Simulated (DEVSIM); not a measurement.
Structure: illuminated GaAs p-on-n cell, one wavelength, at 300 K.

```
layer (left to right)  material  thickness (μm)  Nd (cm⁻³)  Na (cm⁻³)  τn (s)  τp (s)  absorption coefficient (cm⁻¹)
---------------------  --------  --------------  ---------  ---------  ------  ------  -----------------------------
1                          GaAs           0.270          -     1.6e18  1.5e-9   8e-10                          20000
2                          GaAs           0.750     2.2e17          -  2.5e-8  2.5e-8                          20000
```

Left contact: ohmic, minority electron recombination velocity 20 cm/s. Right contact: ohmic, minority hole recombination velocity 3e6 cm/s. Voltage is applied to the left contact. Recombination: SRH at mid-gap, radiative, Auger. Light enters at the left, 2.1e17 photons cm⁻² s⁻¹, one pass, no reflection. Mobility is constant in doping.

The device is made up for the run: typed textbook-type constants, with dimensions and the other settings drawn at random. Values at 300 K.

| parameter | GaAs |
|---|---|
| gap (eV) | 1.424 |
| affinity (eV) | 4.07 |
| permittivity | 12.9 |
| Nc (cm⁻³) | 4.7e17 |
| Nv (cm⁻³) | 9e18 |
| μn (cm²/Vs) | 8500 |
| μp (cm²/Vs) | 400 |
| B (cm³/s) | 2e-10 |
| Cn (cm⁶/s) | 1e-30 |
| Cp (cm⁶/s) | 1e-30 |

Simulated with DEVSIM: 1D drift-diffusion, Boltzmann statistics, complete ionisation; no tunnelling, impact ionisation, image-force lowering or self-heating.

Tabulate band edges, carrier densities and field at zero bias, in the dark.

Energies count from the Fermi level of the right contact; mesh points crowd at the junctions.

| x (μm) | Ec (eV) | Ev (eV) | n (cm⁻³) | p (cm⁻³) | field (V/cm) |
|---|---|---|---|---|---|
| 0.000 | 1.379 | -0.045 | < 1e2 | 1.6e18 | ≈ 0 |
| 0.01307 | 1.379 | -0.045 | < 1e2 | 1.6e18 | ≈ 0 |
| 0.03194 | 1.379 | -0.045 | < 1e2 | 1.6e18 | ≈ 0 |
| 0.05628 | 1.379 | -0.045 | < 1e2 | 1.6e18 | ≈ 0 |
| 0.1120 | 1.379 | -0.045 | < 1e2 | 1.6e18 | ≈ 0 |
| 0.1648 | 1.379 | -0.045 | < 1e2 | 1.6e18 | ≈ 0 |
| 0.2031 | 1.379 | -0.045 | < 1e2 | 1.6e18 | ≈ 0 |
| 0.2410 | 1.379 | -0.045 | < 1e2 | 1.6e18 | -380 |
| 0.2576 | 1.365 | -0.059 | < 1e2 | 9.2e17 | -39000 |
| 0.2700 | 1.189 | -0.235 | < 1e2 | 1.0e15 | -270000 |
| 0.2834 | 0.860 | -0.564 | 1700 | 3.0e9 | -220000 |
| 0.3110 | 0.358 | -1.065 | 4.5e11 | < 1e2 | -140000 |
| 0.3458 | 0.060 | -1.364 | 4.6e16 | < 1e2 | -35000 |
| 0.3988 | 0.020 | -1.404 | 2.2e17 | < 1e2 | -190 |
| 0.5079 | 0.020 | -1.404 | 2.2e17 | < 1e2 | ≈ 0 |
| 0.6450 | 0.020 | -1.404 | 2.2e17 | < 1e2 | ≈ 0 |
| 0.7823 | 0.020 | -1.404 | 2.2e17 | < 1e2 | ≈ 0 |
| 0.8726 | 0.020 | -1.404 | 2.2e17 | < 1e2 | ≈ 0 |
| 0.9442 | 0.020 | -1.404 | 2.2e17 | < 1e2 | ≈ 0 |
| 0.9790 | 0.020 | -1.404 | 2.2e17 | < 1e2 | ≈ 0 |
| 1.002 | 0.020 | -1.404 | 2.2e17 | < 1e2 | ≈ 0 |
| 1.020 | 0.020 | -1.404 | 2.2e17 | < 1e2 | ≈ 0 |
